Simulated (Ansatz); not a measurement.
CsCl-type KBr (model structure) was calculated with LDA (Ansatz, a quantum-chemistry and plane-wave program, plane waves, PAW).

Numerical settings: plane-wave cutoff 500 eV, 8×8×8 k mesh, gaussian smearing 0.02 eV, scalar-relativistic PAW data made under PBE.

Cell (relaxed at this level):

```cif
data_BrK
_chemical_formula_sum 'K1 Br1'
_space_group_name_H-M_alt 'Pm-3m'
_space_group_IT_number 221
_space_group_name_Hall '-P 4 2 3'
_cell_length_a 3.82919
_cell_length_b 3.82919
_cell_length_c 3.82919
_cell_angle_alpha 90.000
_cell_angle_beta 90.000
_cell_angle_gamma 90.000
loop_
_atom_site_label
_atom_site_type_symbol
_atom_site_symmetry_multiplicity
_atom_site_Wyckoff_symbol
_atom_site_fract_x
_atom_site_fract_y
_atom_site_fract_z
_atom_site_occupancy
K1 K 1 a 0.00000 0.00000 0.00000 1
Br1 Br 1 b 0.50000 0.50000 0.50000 1
```

Task: Predict the band gap.

Result: 
- band gap = 4.03 eV (on the SCF k mesh)

Note: the relaxation could raise the start's symmetry but not lower it, so the cell can be a saddle point.

Spin–orbit coupling is not included.

Computed values are for the static lattice.

A model structure was made by putting elements into a prototype or built by hand; it is no filed structure, need not be a known phase, and can be a saddle point held by its symmetry.
